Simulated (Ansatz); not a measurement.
## A self-consistent single point of TaP (Pm-3m, 2 atoms in the cell) with Ansatz

Computed with PBE (plane waves, PAW; Ansatz, a quantum-chemistry and plane-wave program).

Input as run:

Ansatz 0.2 input:
```yaml
# TaP
crystal:
  lattice:
    - [3.013987, 0.000000, 0.000000]
    - [0.000000, 3.013987, 0.000000]
    - [0.000000, 0.000000, 3.013987]
  atoms:
    - { symbol: Ta, position_ang: [0.000000, 0.000000, 0.000000] }
    - { symbol: P, position_ang: [1.506994, 1.506994, 1.506994] }
basis:
  ecutwfc: 420.0
kpoints:
  mp_grid:
    grid: [9, 9, 9]
hamiltonian:
  xc: pbe
  pseudopotentials:
    kind: paw
scf:
  occupations:
    method: cold
    width: 0.1
output:
  forces: true
  eigenvalues: true
  stress: true
```

Log, with long lists cut:

```
WARN ansatz: RAYON_NUM_THREADS=1 ignored (pool sized by the plan → 1); use --threads N
Pseudopotentials: kind: paw
Pseudopotential: Ta, paw, valence charge 13
Pseudopotential: P, paw, valence charge 5
Crystal: 2 atoms, lattice volume = 27.379 Å³
Basis set: ecut = 420 eV, 515 PW (Γ), exchange–correlation on 48×48×48 points (8 copies of the dense FFT grid, shifted against one another)
Bands: 13, of which v1, the nominal top of the filled ones, is band 9 counted from 1 (8 counted from 0)
Symmetry: 48 space group operations
Space group: Pm-3m (ITA 221), of the structure as read, at distance tolerance 3.0e-5 Å
k-points: 35 of 729
Initial density: superposition of atomic densities (neutral atoms: chi_scale 0, normalization atom), corrected by the library's trained network
Initial wavefunctions: pseudopotential atomic-orbital guess
Eigensolver: davidson
Functional: x = pbe(κ = 0.804, μ = 0.2195149727645171), c = pbe(β = 0.06672455060314922)
SCF iter   1: F=—  HF=-10688.894004 eV  |F-HF|=—  |Δ(HF+E_count)|=         —  Δρ=9.94e-3  dr2=4.61e-2  ethr=1.77e-3  ⟨swp⟩=5.1  Hψ=2624  notcnv=0
all-band conjugate gradients solve this SCF's bands
preconditioner: auto → none
SCF iter   2: F=—  HF=-10688.888109 eV  |F-HF|=—  |Δ(HF+E_count)|=   5.90e-3  S|Δr|=    0.00e0  Δρ=6.86e-3  dr2=2.37e-2  ethr=2.56e-4  ⟨swp⟩=1.0  Hψ=735  notcnv=0
SCF iter   3: F=—  HF=-10688.881667 eV  |F-HF|=—  |Δ(HF+E_count)|=   6.44e-3  S|Δr|=    0.00e0  Δρ=7.44e-4  dr2=1.08e-4  ethr=1.32e-4  ⟨swp⟩=2.1  Hψ=605  notcnv=0
SCF iter   4: F=—  HF=-10688.881681 eV  |F-HF|=—  |Δ(HF+E_count)|=   1.38e-5  S|Δr|=    0.00e0  Δρ=8.28e-5  dr2=6.27e-7  ethr=5.98e-7  ⟨swp⟩=2.0  Hψ=624  notcnv=0
SCF iter   5: F=—  HF=-10688.881685 eV  |F-HF|=—  |Δ(HF+E_count)|=   3.79e-6  S|Δr|=    0.00e0  Δρ=1.09e-5  dr2=1.37e-8  ethr=5.56e-10  ⟨swp⟩=6.9  Hψ=2309  notcnv=0
SCF iter   6: F=-10688.881685 eV  HF=-10688.881685 eV  |F-HF|=7.11e-10  |Δ(HF+E_count)|=  9.70e-10  S|Δr|=    0.00e0  Δρ=1.78e-6  dr2=8.38e-10  ethr=7.59e-11  ⟨swp⟩=2.1  Hψ=1608  notcnv=0
SCF 1 converged in 6 iterations: F = -10688.881685 eV  dr2 = 8.38e-10
SCF converged after 6 iterations
Stability not checked (fill_not_monotonic)
Free energy (F): -10688.881685 eV
Harris-Foulkes:  -10688.881685 eV  (|F-HF|=7.11e-10)
Internal energy: -10688.881913 eV  (E = F + TS)
E sigma→0 (E₀):  -10688.881761 eV
Entropy (-TS):   0.000228 eV (0.114 meV/atom)
Fermi energy:    19.158065 eV
--- Per-component energies (eV) ---
  E_band       = -50.633761
  E_kinetic    = 446.652097
  E_local      = -585.394946  (includes V_loc(G=0)·N_el)
  E_nonlocal   = 49.513076
  E_hartree    = 215.587525
  E_xc         = -284.518823
  E_vxc        = -270.955922  (∫ρ·V_xc dr)
  E_paw        = -8966.801448  (= ΣΔE_a)
  E_vpaw       = -121.624078  (= ΣTr[D̂ρ^β])
  E_aug_tail   = 0.000138  (compensation charges beyond the density's cutoff)
  E_ewald      = -1563.919531
  E_smearing   = 0.000228  (= −TS)
  E_closure    = 0.000000  (closes the sum)
  Σ components = -10688.881685   (vs F -10688.881685, Δ=0.00e0)
--- Forces (eV/Å), atoms counted from 1 ---
  atom   1  Ta    -0.00000000     0.00000000     0.00000000
  atom   2  P      0.00000000     0.00000000     0.00000000
  max |Σ_I F_I| component: 8.22e-31 eV/Å
--- Stress (GPa, compression-positive) ---
       23.004613      -0.000000       0.000000
        0.000000      23.004613       0.000000
        0.000000       0.000000      23.004613
  P = ⅓ Tr σ = 23.0046 GPa (230.046 kbar)
  The stress holds the Pulay correction. Without it, at fixed plane waves, as pw.x and ABINIT print it: P = 22.9461 GPa
--- Band table (eV; the first three rows and the last of 35) ---
  k-point 0: bands = ["-48.7051", "-15.0878", "-15.0878", "-15.0878", "4.3310", "15.3879", "15.3879", "19.2674", "19.2674", "19.2674", "21.9003", "21.9003", "21.9003"]
  k-point 1: bands = ["-48.7019", "-15.1588", "-15.0814", "-15.0814", "4.5744", "15.0793", "15.5234", "18.7184", "18.7184", "19.0903", "21.9827", "22.5181", "22.5181"]
  k-point 2: bands = ["-48.6936", "-15.3347", "-15.0651", "-15.0651", "5.2679", "13.8257", "15.9022", "17.7840", "17.7840", "19.7180", "22.2024", "23.7245", "23.7245"]
  k-point 34: bands = ["-48.6256", "-15.4827", "-15.4797", "-15.4797", "10.0847", "11.9704", "11.9704", "13.0693", "21.5723", "21.9363", "21.9363", "25.4650", "25.4650"]
```

The run converged in 6 iterations.

The starting cell was generated: these elements placed on a structure prototype, without a prior relaxation; it need not be a known phase or ordering of this composition. Its lattice was rescaled by a random factor within 2.5 % of one. Spin-orbit coupling is off. Spin polarisation is off. With a pressure of about 23 GPa the cell is away from its equilibrium volume at this level. Ansatz's pressure includes its estimate of the finite-basis (Pulay) stress.
